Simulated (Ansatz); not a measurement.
A one-dimensional MgS body, 2 atoms a period, stretched and compressed along its axis from its relaxed period of 4.459 Å, atoms relaxed at each length.

```xyz
2
Lattice="11.0000 0.0000 0.0000 0.0000 11.0000 0.0000 0.0000 0.0000 4.4592" Properties=species:S:1:pos:R:3 pbc="T T T"
Mg     5.5000     5.5000     0.0000
S      5.5000     5.5000     2.2296
```

Method: PBE (plane waves to 420 eV, PAW; Ansatz, a program for electronic structure). Mesh 1×1×66. No spin polarisation. It repeats along c; a and b span vacuum. A hypothetical model. Only distortions within the start's symmetry and period were free. Pairing along the axis, which can open a gap, is among the distortions not tried. Buckling under compression is shut out by symmetry and the short period. Energies are free energies at a Fermi–Dirac width of 0.02 eV, from the unstrained cell.

```json
[
 {"strain (%)": "-3.0", "energy (meV a period)": "+59", "axial force (nN)": "-1.47", "PBE gap (eV)": "3.22"},
 {"strain (%)": "-1.5", "energy (meV a period)": "+14", "axial force (nN)": "-0.68", "PBE gap (eV)": "3.04"},
 {"strain (%)": "0.0", "energy (meV a period)": "0", "axial force (nN)": "+0.01", "PBE gap (eV)": "2.85"},
 {"strain (%)": "+1.5", "energy (meV a period)": "+13", "axial force (nN)": "+0.61", "PBE gap (eV)": "2.66"},
 {"strain (%)": "+3.0", "energy (meV a period)": "+50", "axial force (nN)": "+1.14", "PBE gap (eV)": "2.47"}
]
```

The slope of the force at zero strain is 43 nN.
